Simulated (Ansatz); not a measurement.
Take WSi₂ (space group I4/mmm, No. 139) as the base.

```yaml
crystal:
  lattice:
    - [-1.61458, 1.61458, 3.93362]
    - [1.61458, -1.61458, 3.93362]
    - [1.61458, 1.61458, -3.93362]
  atoms:
    - { symbol: W, position: [0.00000, 0.00000, 0.00000] }
    - { symbol: Si, position: [0.33458, 0.33458, 0.00000] }
    - { symbol: Si, position: [0.66542, 0.66542, 0.00000] }
```

Computed with PBE, PAW, 420 eV (Ansatz, a quantum-chemistry and plane-wave program; no spin-orbit coupling).

Base values:

| Property | Value |
|---|---|
| Pressure | 0.0 GPa |

Perturbation: every lattice vector is stretched by 0.75 %; the atoms relax in the strained cell.

**Question.** How does this affect the energy relative to the base?

**Answer.** The energy rises by 4.6 meV/atom.

**Question.** What happens to the pressure?

**Answer.** The pressure (mean of the normal stresses, compression positive) goes from zero to -4.7 GPa.

No phonon test of stability was made. All final runs are without spin polarisation.
